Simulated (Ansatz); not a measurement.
System: ScAlN2 (model structure, started from the LiGaO2 type, Pna2₁, No. 33, 16 atoms in the cell). Method: r²SCAN (Ansatz, a program for electronic structure, PAW).

Run with plane-wave cutoff 560 eV, 6×6×8 k mesh (along the axes of the cell as run), Fermi–Dirac smearing 0.01 eV, scalar-relativistic PAW data made under PBE.

Cell (relaxed with PBEsol):

```cif
data_Al4N8Sc4
_chemical_formula_sum 'Sc4 Al4 N8'
_space_group_name_H-M_alt 'Pna21'
_space_group_IT_number 33
_space_group_name_Hall 'P 2c -2n'
_cell_length_a 5.80472
_cell_length_b 6.85094
_cell_length_c 4.78564
_cell_angle_alpha 90.000
_cell_angle_beta 90.000
_cell_angle_gamma 90.000
loop_
_atom_site_label
_atom_site_type_symbol
_atom_site_symmetry_multiplicity
_atom_site_Wyckoff_symbol
_atom_site_fract_x
_atom_site_fract_y
_atom_site_fract_z
_atom_site_occupancy
Sc1 Sc 4 a 0.40788 0.12471 0.47052 1
Al1 Al 4 a 0.07572 0.12677 0.99202 1
N1 N 4 a 0.06152 0.11031 0.38916 1
N2 N 4 a 0.09754 0.63925 0.42149 1
```

Task: What does this level give for the band gap, smallest direct gap on the k points sampled and direct gap at Γ?

Result: 
band gap: 2.96 eV (indirect)
smallest direct gap on the k points sampled: 3.01 eV
direct gap at Γ: 3.02 eV

Note: the relaxation could raise the start's symmetry but not lower it, so the cell can be a saddle point; cell and atoms aren't relaxed at this level (largest force component 0.19 eV/Å, pressure 1.3 GPa).

The result took about 5 core-minutes (a rough figure).

A model structure was made by putting elements into a prototype or built by hand; it is no filed structure, need not be a known phase, and can be a saddle point held by its symmetry.
